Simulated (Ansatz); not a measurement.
## What Ga → In does to GaSb

Consider GaSb in the zinc blende structure (space group F-43m, No. 216; a = 6.214 Å).

Perturbation: full substitution Ga → In; the structure is relaxed again.

The values are results of Ansatz (a program for electronic structure), PBE, PAW, cutoff 420 eV, no spin-orbit coupling, earlier PAW set, not measurements. Γ-centred 12×12×12 mesh, Fermi–Dirac width 0.05 eV, for the changed cell.

* **Volume per atom**: 36.51 Å³ (base 29.99 Å³)
* **Lattice parameter a**: 6.635 Å (base 6.214 Å)
* **Space group**: F-43m (No. 216) (base F-43m (No. 216))
* **Band gap**: zero (base zero)

Final structure:

```
InSb
1.0
    0.00000     3.31755     3.31755
    3.31755     0.00000     3.31755
    3.31755     3.31755     0.00000
Sb In
1 1
Direct
  0.25000   0.25000   0.25000
  0.00000   0.00000   0.00000
```

Spin-orbit coupling, missing from the scalar runs, can matter with Sb. No phonon test of stability was made. All final runs are without spin polarisation. The zero or small gap of InSb and GaSb can change with the level of theory.
